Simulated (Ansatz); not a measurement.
We consider Sc₂B₂P (model structure, started from the Ti2InB2 type, P-6m2, No. 187, 5 atoms in the cell), described by r²SCAN in Ansatz (PAW).

Run with plane-wave cutoff 560 eV, 24×24×8 k mesh (along the axes of the cell as run), Fermi–Dirac smearing 0.05 eV, scalar-relativistic PAW data made under PBE.

Cell (relaxed at this level):

```
Sc2B2P
1.0
    3.25955     0.00000     0.00000
   -1.62978     2.82285     0.00000
    0.00000     0.00000     7.14672
Sc P B
2 1 2
Direct
  0.33333   0.66667   0.74177
  0.33333   0.66667   0.25823
  0.00000   0.00000   0.00000
  0.00000   0.00000   0.50000
  0.66667   0.33333   0.50000
```

**Question.** What does this level give for the bulk modulus B0?

**Answer.** 
- bulk modulus B0: 141 GPa

The run finds no gap.

Note: the bulk modulus is −V dP/dV from two relaxed cells at ±2 % in volume; the relaxation could raise the start's symmetry but not lower it, so the cell can be a saddle point.

Static lattice: no zero-point or thermal effects.

The result took about 12 core-minutes (a rough figure).

A model structure was made by putting elements into a prototype or built by hand; it is no filed structure, need not be a known phase, and can be a saddle point held by its symmetry.

Ansatz is a program for electronic structure.
